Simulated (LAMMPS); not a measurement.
Fault surfaces of Ta (bcc) on several planes, rigid shifts with relaxation along the normal.

Computed with machine-learned potential (static), pair style snap, file Ta06A.snap, run in LAMMPS.

```
plane    largest on the first line  largest on the surface  first line along
-------  -------------------------  ----------------------  ----------------
(-1-12)                 1250 mJ/m²              3450 mJ/m²             [111]
(-110)                  1140 mJ/m²              1800 mJ/m²             [111]
(-2-13)                 1250 mJ/m²                       -             [111]
```
